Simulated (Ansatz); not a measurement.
## AlGe2N (model structure, started from the BC2N type, R3m, No. 160, 4 atoms in the cell): lattice constant a by level of theory

No measured value is used here.

```
level (code)     value (Å)
---------------  ---------
LDA (Ansatz)         3.523
PBE (Ansatz)         3.618
PBEsol (Ansatz)      3.545
r²SCAN (Ansatz)      3.604
```

Cutoffs differ between the levels. Ansatz's density-functional and Hartree–Fock values are scalar-relativistic unless marked +SOC, with PAW data made under PBE.

A model structure was made by putting elements into a prototype or built by hand; it is no filed structure, need not be a known phase, and can be a saddle point held by its symmetry.

Ansatz is a quantum-chemistry and plane-wave program.
